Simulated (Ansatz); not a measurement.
# What Cs on a La site, symmetric start does to La2O3

Start from a 20-atom supercell of La2O3 (space group P-3m1, No. 164; a = 3.9061 Å, c = 6.0400 Å) at its relaxed geometry.

Modification: a neutral Cs on a La site, symmetric start, atoms relaxed at fixed cell.

Method: Kohn–Sham DFT with the PBEsol functional, run in Ansatz (a program for electronic structure) with PAW and 420 eV plane waves, spin-orbit coupling left out. k-mesh 5×5×5 (Γ-centred); smearing 0.01 eV (Fermi–Dirac).

```json
[
 {"quantity": "pressure", "base": "0.0 GPa", "changed": "4.8 GPa", "shift": "+4.8 GPa"},
 {"quantity": "gap of the supercell", "base": "3.78 eV", "changed": "zero", "shift": "–"},
 {"quantity": "largest displacement of a host atom from its site in the perfect cell", "base": "–", "changed": "0.28 Å", "shift": "–"},
 {"quantity": "shift of the substituted atom off its lattice site", "base": "–", "changed": "0.23 Å", "shift": "–"}
]
```

Final structure:

```yaml
crystal:
  lattice:
    - [7.81222, 0.00000, 0.00000]
    - [-3.90611, 6.76558, 0.00000]
    - [3.90611, 6.76558, 6.03995]
  atoms:
    - { symbol: Cs, position: [0.95921, 0.12588, 0.20745] }
    - { symbol: La, position: [0.91858, 0.58606, 0.24646] }
    - { symbol: La, position: [0.42102, 0.08850, 0.24646] }
    - { symbol: La, position: [0.42102, 0.58606, 0.24646] }
    - { symbol: La, position: [0.58027, 0.41140, 0.75416] }
    - { symbol: La, position: [0.58027, 0.91470, 0.75416] }
    - { symbol: La, position: [0.07697, 0.41140, 0.75416] }
    - { symbol: La, position: [0.07698, 0.91031, 0.75636] }
    - { symbol: O, position: [0.99214, 0.97224, 0.98795] }
    - { symbol: O, position: [0.99214, 0.53195, 0.98795] }
    - { symbol: O, position: [0.50905, 0.00905, 0.99095] }
    - { symbol: O, position: [0.55185, 0.53195, 0.98795] }
    - { symbol: O, position: [0.47903, 0.64570, 0.68764] }
    - { symbol: O, position: [0.52338, 0.18928, 0.64481] }
    - { symbol: O, position: [0.02109, 0.68700, 0.64481] }
    - { symbol: O, position: [0.02109, 0.18928, 0.64481] }
    - { symbol: O, position: [0.98039, 0.78999, 0.36481] }
    - { symbol: O, position: [0.98039, 0.32559, 0.36481] }
    - { symbol: O, position: [0.44480, 0.78999, 0.36481] }
    - { symbol: O, position: [0.47032, 0.30365, 0.36301] }
```

The magnetic state is the one reached from the starting moments; the real material's order can differ, and small cells can't hold many antiferromagnetic ones. The cell is small, so the values are those of an ordered compound at a high defect concentration; dilute-limit values will differ. The mesh was chosen for an insulator and is coarse for the gapless case. The defect started on the symmetric site and kept its symmetry, so it may sit on a saddle. The defect cell is spin-polarised and ends with 2.0 μB.
